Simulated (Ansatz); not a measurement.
Start from AlN in the zinc blende structure (space group F-43m, No. 216; a = 4.3423 Å). Axes: x, y, z lie along the cube axes.

Calculations: LDA (Ansatz, a quantum-chemistry and plane-wave program; PAW; 420 eV plane waves; no spin-orbit coupling).

Before the change:

```
Property               Value
-------------------  -------
Band gap             3.25 eV
Smallest direct gap  4.39 eV
```

Perturbation: the cell is stretched by 0.50 % along z with no lateral relaxation; the atoms relax in the strained cell.

**Question.** What happens to the band gap?

**Answer.** The band gap falls by 0.02 eV (3.25 eV → 3.23 eV).

**Question.** How does this affect the stress?

**Answer.** The stress (xx, yy, zz, yz, xz, xy; compression positive) amounts to (-0.81, -0.81, -1.49, 0.00, 0.00, 0.00) GPa.

**Question.** What happens to the smallest direct gap?

**Answer.** The smallest direct gap shrinks by 0.05 eV, from 4.39 eV to 4.34 eV.

Stability against distortions was not tested. This is not the structure that AlN has at room temperature and ambient pressure.
